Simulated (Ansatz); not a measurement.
We consider ZrTiO4 (model structure, started from the ZrSiO4 type, I4₁/amd, No. 141, 12 atoms in the cell), described by LDA (Ansatz, a first-principles code, PAW).

Numerical settings: plane-wave cutoff 520 eV, 8×8×8 k mesh, Fermi–Dirac smearing 0.01 eV, no spin polarisation, scalar-relativistic PAW data made under PBE.

Cell (relaxed at this level):

```yaml
crystal:
  lattice:
    - [-3.36797, 3.36797, 3.14409]
    - [3.36797, -3.36797, 3.14409]
    - [3.36797, 3.36797, -3.14409]
  atoms:
    - { symbol: Zr, position: [0.00000, 0.00000, 0.00000] }
    - { symbol: Zr, position: [0.75000, 0.25000, 0.50000] }
    - { symbol: Ti, position: [0.50000, 0.50000, 0.00000] }
    - { symbol: Ti, position: [0.25000, 0.75000, 0.50000] }
    - { symbol: O, position: [0.11320, 0.30637, 0.80682] }
    - { symbol: O, position: [0.05637, 0.74955, 0.69318] }
    - { symbol: O, position: [0.49955, 0.30637, 0.19318] }
    - { symbol: O, position: [0.05637, 0.36320, 0.30682] }
    - { symbol: O, position: [0.63680, 0.94363, 0.69318] }
    - { symbol: O, position: [0.69363, 0.88680, 0.19318] }
    - { symbol: O, position: [0.25045, 0.94363, 0.30682] }
    - { symbol: O, position: [0.69363, 0.50045, 0.80682] }
```

### Question
Give the computed band gap.

### Answer

* **band gap**: 3.51 eV (on the SCF k mesh)

Note: the relaxation could raise the start's symmetry but not lower it, so the cell can be a saddle point.

Spin–orbit coupling is not included.

Computed values are for the static lattice.

It cost roughly 9 core-minutes of CPU time.

A model structure was made by putting elements into a prototype or built by hand; it is no filed structure, need not be a known phase, and can be a saddle point held by its symmetry.
